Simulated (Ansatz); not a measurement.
The parent structure is CdS in the zinc blende structure (space group F-43m, No. 216; a = 5.8248 Å). Axes: x, y, z lie along the cube axes.

The values are results of Ansatz (a first-principles code), PBEsol, PAW, cutoff 420 eV, no spin-orbit coupling, earlier PAW set, not measurements.

Strains are applied to the cell and any free atomic positions relax; under biaxial strain the out-of-plane vector relaxes too.

One change was made to it. Results:

```json
[
 {"quantity": "valence-band top at Γ (three highest levels, from the VBM)", "base": "0.00, 0.00, 0.00 eV", "after": "0.00, -0.21, -0.21 eV"},
 {"quantity": "band gap", "base": "1.01 eV", "after": "0.84 eV"},
 {"quantity": "pressure (mean of the normal stresses, compression positive)", "base": "0.00 GPa", "after": "-0.93 GPa"}
]
```

Q: Name the change that was made.
(A) biaxial strain −0.91 %, plane normal [001], relaxed out of plane
(B) biaxial strain +3.14 %, plane normal [001], relaxed out of plane
(C) biaxial strain +3.00 %, plane normal [110], relaxed out of plane
(D) biaxial strain −1.57 %, plane normal [001], relaxed out of plane

A: B, biaxial strain +3.14 %, plane normal [001], relaxed out of plane. For comparison, the band gap in the other runs: biaxial strain −0.91 %, plane normal [001], relaxed out of plane gives 1.00 eV; biaxial strain −1.57 %, plane normal [001], relaxed out of plane gives 0.98 eV; biaxial strain +3.00 %, plane normal [110], relaxed out of plane gives 0.77 eV.

A biaxial case was relaxed in a doubled cell and then solved in the primitive one. Stability against distortions was not tested.
